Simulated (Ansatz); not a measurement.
Consider CdSe in the zinc blende structure (space group F-43m, No. 216; a = 6.133 Å).

Structures relaxed with plane-wave PAW DFT at the r2SCAN level (Ansatz, a first-principles code, 500 eV), no spin-orbit coupling.

Base:

Simulated powder pattern, Co Kα, λ = 1.79026 Å (kinematic, ideal powder, no thermal factors, no anomalous dispersion; the 14 strongest lines at most, above 2 %, up to 2θ = 90°):

```
2θ (°)  I/Imax (%)    hkl
------  ----------  -----
29.28          100  (111)
33.94          3.2  (200)
48.76           72  (220)
57.90           44  (311)
71.43           12  (400)
79.01           18  (331)
```

It is then changed as follows: full substitution Se → S, then cell and atoms are relaxed.

### Question
How do the reflections move or split?

### Answer

Simulated powder pattern, Co Kα, λ = 1.79026 Å (kinematic, ideal powder, no thermal factors, no anomalous dispersion; the 14 strongest lines at most, above 2 %, up to 2θ = 90°):

```
2θ (°)  I/Imax (%)    hkl
------  ----------  -----
30.59          100  (111)
35.47           23  (200)
51.03           54  (220)
60.67           42  (311)
63.68          6.0  (222)
75.06          8.5  (400)
83.18           18  (331)
85.85          8.0  (420)
```

The indices refer to each structure's own conventional cell; one index is shown for lines that coincide.

Whether these cells are dynamically stable was not tested.
